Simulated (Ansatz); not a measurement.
The decay constant κ of evanescent states in the gap governs leakage through a thin film.

```
AlP
1.0
    3.79257     0.00000     0.00000
   -1.89629     3.28447     0.00000
    1.89629    -1.09482     3.09662
Al P
1 1
Direct
  0.00000   0.00000   0.00000
  0.75000   0.25000   0.75000
```

The cell is strained (all lengths scaled by 0.98); by PBEsol it stands under a pressure of 5.8 GPa.

Transport runs along the normal of the first two printed cell vectors, the (111) plane of the conventional cell.

The gap is the functional's own. No spin-orbit coupling. Mid-gap values are those at the computed energy nearest the middle.

**Question.** Estimate the band gap and the smallest decay constant κ at mid-gap that Ansatz (a program for electronic structure) with PBEsol returns for this system.

**Answer.** Gap 1.33 eV on a 10×10×10 mesh; κ = 0.144 1/Å, at the zone centre.
